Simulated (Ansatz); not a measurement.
## CdS, response to strain

Base system: CdS in the zinc blende structure (space group F-43m, No. 216; a = 5.878 Å). Axes: x, y, z lie along the cube axes.

Strains are applied to the cell and any free atomic positions relax; under biaxial strain the out-of-plane vector relaxes too.

The values are results of Ansatz (a quantum-chemistry and plane-wave program), r2SCAN, PAW, cutoff 500 eV, no spin-orbit coupling, not measurements.

| biaxial strain, plane normal [001], relaxed out of plane (%) | out-of-plane strain (%) |
|---|---|
| -3 | 4.32 |
| -2.5 | ? |
| -2 | 2.92 |
| -1.5 | 2.20 |
| -1 | 1.47 |
| -0.5 | 0.74 |
| 0 | 0.00 |

Q: Fit ε⊥ = −νε + γε² (strains in %) to the rows shown and predict the withheld row.

A: Least squares on the printed values gives ν = 1.49 (the biaxial Poisson response) and γ = -0.017 (largest residual 0.00 %); this predicts 3.62 %, and the run gives 3.62 %, in agreement.

Whether these cells are dynamically stable was not tested.
